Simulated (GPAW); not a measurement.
Worked example: self-consistent single point of KPb₃ (Pm-3m, 4 atoms in the cell) in GPAW.

Level of theory: LDA (Perdew-Wang 92), GPAW PAW datasets LDA (gpaw-data 1.0.1) (plane waves; GPAW).

The change in words: lattice scaled by 0.98. Reference geometry:
```yaml
crystal:
  lattice:
    - [5.10137, 0.00000, 0.00000]
    - [0.00000, 5.10137, 0.00000]
    - [0.00000, 0.00000, 5.10137]
  atoms:
    - { symbol: K, position: [0.00000, 0.00000, 0.00000] }
    - { symbol: Pb, position: [0.00000, 0.50000, 0.50000] }
    - { symbol: Pb, position: [0.50000, 0.00000, 0.50000] }
    - { symbol: Pb, position: [0.50000, 0.50000, 0.00000] }
```

Reference input (self-consistent single point, DFT LDA (Perdew-Wang 92), plane waves, GPAW PAW datasets LDA (gpaw-data 1.0.1)): mode = pw; ecut = 550 eV; xc = LDA; kpts = 9 9 9; mesh shift (steps) = 0 0 0; occupations.name = fermi-dirac; occupations.width = 0.1 eV; nbands = -8; convergence.density = 1e-05 e/electron; convergence.energy = 1e-05 eV/electron; symmetry.symmorphic = false; symmetry.tolerance = 0.0005. This run's input differs from it in these lines:

```diff
@@ -5,9 +5,9 @@
 atoms = Atoms(['K', 'Pb', 'Pb', 'Pb'],
-              cell=[[5.101370, 0.000000, 0.000000],
-                    [0.000000, 5.101370, 0.000000],
-                    [0.000000, 0.000000, 5.101370]],
+              cell=[[4.999343, 0.000000, 0.000000],
+                    [0.000000, 4.999343, 0.000000],
+                    [0.000000, 0.000000, 4.999343]],
               positions=[[0.000000, 0.000000, 0.000000],
-                         [0.000000, 2.550685, 2.550685],
-                         [2.550685, 0.000000, 2.550685],
-                         [2.550685, 2.550685, 0.000000]],
+                         [0.000000, 2.499671, 2.499671],
+                         [2.499671, 0.000000, 2.499671],
+                         [2.499671, 2.499671, 0.000000]],
               pbc=True)
```

Output (repeated stretches shortened):

```
     iter     time        total  log10-change:
                         energy   eigst   dens
iter:   1 --:--:--   -15.398969
iter:   2 --:--:--   -15.450893   -0.99  -1.67
iter:   3 --:--:--   -15.354580   -1.80  -1.69
iter:   4 --:--:--   -15.357678   -2.04  -1.91
iter:   5 --:--:--   -15.343061   -3.39  -2.33
iter:   6 --:--:--   -15.339834   -3.64  -2.80
iter:   7 --:--:--   -15.339890   -4.53  -3.16
iter:   8 --:--:--   -15.339847c  -5.13  -3.08
iter:   9 --:--:--   -15.339858c  -5.81  -3.53
iter:  10 --:--:--   -15.339860c  -6.57  -3.60
iter:  11 --:--:--   -15.339863c  -6.21  -3.57
iter:  12 --:--:--   -15.339868c  -6.49  -4.03
   [... lines left out ...]
iter:  14 --:--:--   -15.339868c  -8.25c -4.09
iter:  15 --:--:--   -15.339868c  -7.37  -4.04
iter:  16 --:--:--   -15.339869c  -7.22  -4.11
iter:  17 --:--:--   -15.339870c  -7.70c -4.10
iter:  18 --:--:--   -15.339867c  -6.49  -4.13
iter:  19 --:--:--   -15.339867c  -7.61c -4.32
iter:  20 --:--:--   -15.339867c  -9.14c -4.71
iter:  21 --:--:--   -15.339866c  -8.69c -4.74
iter:  22 --:--:--   -15.339866c  -8.61c -4.73
iter:  23 --:--:--   -15.339866c  -8.81c -4.77
iter:  24 --:--:--   -15.339867c  -8.29c -4.89
iter:  25 --:--:--   -15.339867c  -8.33c -4.95
iter:  26 --:--:--   -15.339867c  -9.57c -5.46c
Converged after 26 iterations.

Dipole moment: (-0.000008, -0.000008, -0.000008) |e|*Ang

Energy contributions relative to reference atoms: (reference = -1717253.470878)

Kinetic:        +10.324926
Potential:       -9.499729
External:        +0.000000
XC:             -15.473773
Entropy (-ST):   -0.072587
Local:           -0.654998
SIC:             +0.000000
--------------------------
Free energy:    -15.376160
Extrapolated:   -15.339867

Showing only first 2 kpts
 Kpt  Band  Eigenvalues  Occupancy
  0    23      3.92568    2.00000
  0    24      3.92568    2.00000
  0    25      8.17241    0.00000
  0    26      8.17241    0.00000

  1    23      3.98716    2.00000
  1    24      4.12795    2.00000
  1    25      7.69641    0.00000
  1    26      7.95427    0.00000

Fermi level: 5.87087

No gap
No difference between direct/indirect transitions
Energy (eV): -15.339867

Forces in eV/Ang:
  0 K     0.00000    0.00000    0.00000
  1 Pb   -0.00000   -0.00000   -0.00000
  2 Pb    0.00000   -0.00000    0.00000
  3 Pb   -0.00000    0.00000   -0.00000

Stress tensor:
     0.014051     0.000000     0.000000
     0.000000     0.014051     0.000000
     0.000000     0.000000     0.014051
Stress (GPa, Voigt): [2.2512 2.2512 2.2512 0.     0.     0.    ]
```

The run converged in 26 iterations. GPAW prints stress with tension positive. Against the reference run the free energy goes down by 35.8 meV/atom and the pressure goes from -3.65 to -2.25 GPa.

The starting cell comes from a database of computed structures (which also holds hypothetical and non-ambient phases and stackings), without a prior relaxation at this level. For this run, on top of that: lattice scaled by 0.98.

Cost on one core of a shared machine: roughly 2 min.
